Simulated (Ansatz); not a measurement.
Functionals compared on OH on the 1x1 (10-10) surface of wurtzite AlN (cut with top plane Al + N), one in a 2x1 cell, started at the site 'top Al #2', in Ansatz (plane waves, PAW). The structure was relaxed with PBE; the other rows are single points on it, each with its references at the same level. Cutoff 420 eV (500 eV for r2SCAN). The points keep PBE's geometry, so the relaxation of a polaron and the settling of charge on one site are left out.

Host crystal: wurtzite AlN, with a band gap (PBE, scalar-relativistic without spin-orbit coupling).

Set-up: 34 atoms, 8.9 Å thick at the start under the adsorbate (thin: gaps and levels are the slab's own); mesh 3x4x1; 0.01 eV smearing; dipole correction on; 16 atoms held, the rest relaxed; no symmetry held; spin-polarised, ending with about 1.0 μB a cell; orders that need a larger cell were not tried, no spin-orbit, no U, no dispersion correction. At the end it is bonded to Al. In PBE it is, or lies within 0.03 eV of, the lowest of the starts that converged. These notes are the PBE run's. RPBE: The program's check for a lower electronic state was not made. r2SCAN: The program's check for a lower electronic state was not made. Adsorption energies are against H2O(g) − ½ H2(g). A negative adsorption energy means that the adsorbate is more stable on the surface than in its reference.

```csv
functional,adsorption energy (eV),magnetic moment of the cell (μB),rough cost of the single point
PBE,-0.21,1.00,–
RPBE,[?],1.00,around 2.3 core-minutes (rough)
r2SCAN,-0.56,1.00,very roughly 5 core-minutes
```

Q: Some entries are withheld; supply them.

A: 
- RPBE, adsorption energy (eV): -0.18

Ansatz is a quantum-chemistry and plane-wave program.
